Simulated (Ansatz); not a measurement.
**Amorphous Ga₂₄O₃₉La₂**

It comes from a melt-quench run on a machine-learned potential (CHGNet), relaxed afterwards by DFT. O atoms were pushed apart under 1.9 Å during the dynamics, to hinder bonds among them. The hot cell started wider than the set density and was brought back towards it in steps. It is the lowest in DFT energy of 2 quenches. It is a model cell: composition and starting density were chosen by hand, and all elements were melted together. No dispersion term was used.

Methods: PBE, scalar-relativistic without spin-orbit coupling (Ansatz, a program for electronic structure); r2SCAN, scalar-relativistic without spin-orbit coupling (Ansatz); HSE06, scalar-relativistic without spin-orbit coupling (Ansatz). Geometry, pressure, stress and energy are those of the PBE run. Its sampling: a 2×2×2 Γ-centred mesh; Fermi-Dirac width 0.02 eV; no spin polarisation. Other functionals are single points at the zone centre (r2SCAN at 500 eV; exact exchange cut at the cell's faces), free to take moments where seeds were set. At PBE the levels at the filled edge of the gap are localised (band-tail or defect states).

The number of atoms in the cell is 65. The density (held, not predicted) comes out as 5.16 g/cm^3 and the volume per atom is 12.75 Å^3. The pressure on a 2×2×2 Γ-centred mesh is 2.63 GPa, the largest force and stress component on that mesh (the relaxation ran on the zone centre alone) is 0.09 eV/Å and 2.8 GPa and the energy relative to beta Ga2O3 + hexagonal La2O3 (lowest mix at this level among the phases computed, not always the ambient ones) is 0.112 eV/atom. The level gap on a 2×2×2 Γ-centred mesh (PBE) comes out as 1.96 eV and the level gap at the zone centre (PBE) is 1.98 eV. The level gap at the zone centre (r2SCAN) comes out as 2.46 eV. The level gap at the zone centre (HSE06) comes out as 3.54 eV.

Neighbours within Ga-Ga 2.68 Å, Ga-O 2.34 Å, Ga-La 3.32 Å, O-O 1.58 Å, O-La 3.00 Å, La-La 3.96 Å count as bonded. Two cations that share two anions don't count as bonded, nor two that share one unless they lie closer than Ga-Ga 2.61 Å, Ga-La 3.23 Å, La-La 3.85 Å.

```
Quantity                                                           Value
---------------------------------  -------------------------------------
Mean coordination of Ga by anions   4.46 (14 with 4, 9 with 5, 1 with 6)
Mean coordination of O              3.08 (1 with 2, 34 with 3, 4 with 4)
Mean coordination of La by anions              6.50 (1 with 6, 1 with 7)
Mean Ga-O bond                     1.915 Å (spread 0.074 Å, 107 counted)
Mean O-La bond                      2.519 Å (spread 0.145 Å, 13 counted)
```

Its density started from a set value of 5.16 g/cm³. The quench (nominally 220 K/ps over its main leg) was far faster than any real one, so the model tends to hold more defects than a real film. A cell of this size samples the disorder only roughly. The volume was held where the preparation left it and the shape relaxed, at a PBE pressure of 2.6 GPa. Stress components on the final sampling reach 2.8 GPa.
